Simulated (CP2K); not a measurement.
## Several settings converged on NiAl (P4mm, 2 atoms in the cell)

```
NiAl
1.0
    2.88133     0.00000     0.00000
    0.00000     2.88133     0.00000
    0.00000     0.00000     2.88133
Al Ni
1 1
Cartesian
  1.44067   1.44067   1.49066
  0.00000   0.00000   0.00000
```

Base method: LDA (Pade form), GPW, TZVP-MOLOPT-SR-GTH basis, GTH-PADE potentials (GTH_POTENTIALS) (CP2K).

Base settings: CUTOFF = 600 Ry; REL_CUTOFF = 50 Ry; SMEAR/METHOD = FERMI_DIRAC; ELECTRONIC_TEMPERATURE = 1160.45 K; KPOINTS/SCHEME = MONKHORST-PACK 5 5 5; XC_FUNCTIONAL = PADE; Al/BASIS_SET = TZVP-MOLOPT-SR-GTH; Al/POTENTIAL = GTH-PADE-q3; Ni/BASIS_SET = TZVP-MOLOPT-SR-GTH; Ni/POTENTIAL = GTH-PADE-q18.

**Shifted k-point meshes**

Only quantities that move along the ladder and can be compared are tabulated.

| KPOINTS/SCHEME | free energy less the last step's (meV/atom) | pressure (GPa) | largest difference of a force vector from the last step's (eV/Å) |
|---|---|---|---|
| MONKHORST-PACK 2 2 2 | 852.80 | -8.02 | 0.023 |
| MONKHORST-PACK 4 4 4 | 38.81 | -8.81 | 0.010 |
| MONKHORST-PACK 6 6 6 | -4.10 | -9.88 | 0.001 |
| MONKHORST-PACK 8 8 8 | -1.89 | -10.00 | 0.000 |
| MONKHORST-PACK 10 10 10 | 2.34 | -9.86 | 0.001 |
| MACDONALD 11 11 11 0.04545454545 0.04545454545 0.04545454545 | 0.00 | -9.96 | 0.000 |

Coarsest KPOINTS/SCHEME that holds the pressure within 1 GPa of the last step, with all finer ones: MONKHORST-PACK 6 6 6; the step before is off by 1.1 GPa.

Coarsest KPOINTS/SCHEME that holds the forces within 0.005 eV/Å of the last step, with all finer ones: MONKHORST-PACK 6 6 6; the step before is off by 0.010 eV/Å.

Coarsest KPOINTS/SCHEME that holds the free energy within 5 meV/atom of the last step, with all finer ones: MONKHORST-PACK 6 6 6; the step before is off by 39 meV/atom.

**The k-point mesh at a smearing width of 0.05 eV**

In this ladder: ELECTRONIC_TEMPERATURE = 580.23 K. Moved along: GAMMA_CENTERED.

The second cell is the first with its lattice scaled by 0.98.

Only quantities that move along the ladder and can be compared are tabulated.

| KPOINTS/SCHEME | free energy less the last step's (meV/atom) | energy of the compressed cell less the first (meV/atom) | pressure (GPa) | largest difference of a force vector from the last step's (eV/Å) |
|---|---|---|---|---|
| MONKHORST-PACK 4 4 4 | -16.45 | -27.36 | -10.88 | 0.008 |
| MONKHORST-PACK 5 5 5 | 19.68 | -20.09 | -9.30 | 0.001 |
| MONKHORST-PACK 6 6 6 | 14.99 | -22.30 | -9.77 | 0.002 |
| MONKHORST-PACK 7 7 7 | -4.69 | -23.73 | -10.06 | 0.001 |
| MONKHORST-PACK 9 9 9 | 4.02 | -23.95 | -10.12 | 0.001 |
| MONKHORST-PACK 10 10 10 | 0.00 | -23.98 | -10.13 | 0.000 |

Coarsest KPOINTS/SCHEME that holds the energy of the compressed cell less the first within 1 meV/atom of the last step, with all finer ones: MONKHORST-PACK 7 7 7; the step before is off by 1.7 meV/atom.

Coarsest KPOINTS/SCHEME that holds the free energy within 2 meV/atom: not settled: the last two steps still differ by 4.0 meV/atom, over half the tolerance, so the ladder does not show it.

Coarsest KPOINTS/SCHEME that holds the forces within 0.005 eV/Å of the last step, with all finer ones: MONKHORST-PACK 5 5 5; the step before is off by 0.008 eV/Å.

On the base run: the starting cell has typed, rounded lattice constants, without a prior relaxation at this level. Its lattice was rescaled by up to half a per cent. One atom was moved a little off its site on purpose. Spin polarisation is off. Values carry the incompleteness of an atom-centred basis. In the base run, with a pressure of about -9 GPa the cell is away from its equilibrium volume at this level. Without a gap this mesh is coarse (it stands for a supercell whose shortest vector is 14 Å).
